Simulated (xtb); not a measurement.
xtb 6.7.1, GFN2-xTB: 1,1,1-trifluoroethane (CC(F)(F)F), 8 atoms. The geometry is a generated start, not checked to be a minimum at this level.

* **run flags**: --grad
* **method**: GFN2-xTB
* **--acc**: 1 (default)
* **--etemp (K)**: 300 (default)
* **basis functions**: 23
* **valence electrons**: 32

```xyz
8

C      0.7963    -0.1560     0.0242
C     -0.6821     0.1341    -0.0187
F     -1.3226    -0.6218    -0.9255
F     -0.9428     1.4119    -0.3392
F     -1.2828    -0.0928     1.1573
H      0.9462    -1.2005     0.2868
H      1.2630     0.4820     0.7701
H      1.2248     0.0430    -0.9550
```

One run each on 1 thread. Values of broydamp tried: 0.02, 0.05, 0.1, 0.2, 0.4 (default), 0.6, 0.8, 1.

Question: Which value of broydamp needs the fewest SCC iterations, and what happens away from it?

Answer: Fewest SCC iterations, within one of each other: 0.4 (default) with 9, 0.6 with 9, 0.8 with 8, 1 with 9. The count rises to 13 at 0.02. All converge to one solution.

| broydamp | SCC iterations | end |
|---|---|---|
| 0.02 | 13 | same solution |
| 0.05 | 12 | same solution |
| 0.1 | 11 | same solution |
| 0.2 | 10 | same solution |
| 0.4 (default) | 9 | same solution |
| 0.6 | 9 | same solution |
| 0.8 | 8 | same solution |
| 1 | 9 | same solution |
